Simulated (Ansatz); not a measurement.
**Effect of pressure 2.1 GPa on SiC**

Start from SiC in the zinc blende structure (space group F-43m, No. 216; a = 4.3798 Å).

It is then changed as follows: cell and atoms relaxed at a pressure of 2.1 GPa.

All numbers come from PBE in Ansatz (plane waves to 420 eV, PAW, no SOC). Settings: 13×13×13 k-points, 0.05 eV Fermi–Dirac smearing.

```csv
quantity,base,changed,shift
density,3.17 g/cm³,3.20 g/cm³,+0.03 g/cm³
shortest interatomic distance,1.896 Å,1.890 Å,-0.006 Å
enthalpy H = E + PV relative to the base's energy,–,+0.14 eV/atom,–
band gap,1.37 eV,1.36 eV,-0.01 eV
gap character,"indirect, Γ → X","indirect, Γ → X",–
smallest direct gap,4.53 eV,4.54 eV,+0.01 eV
width of the top valence band,4.63 eV,4.66 eV,+0.037 eV
electron mass,"0.68 mₑ along k, 0.23 mₑ across (at X)","0.67 mₑ along k, 0.23 mₑ across (at X)",–
"hole mass (degenerate bands, along [100])","0.36, 0.59, 0.59 mₑ (at Γ)","0.37, 0.59, 0.59 mₑ (at Γ)",–
```

Load acts through the strain it causes; cell and atoms are relaxed under it. Effective masses come from finite differences of ±0.01 Å⁻¹. Along k means along the line from Γ to the band edge. No phonon test of stability was made.

Ansatz is a first-principles code.
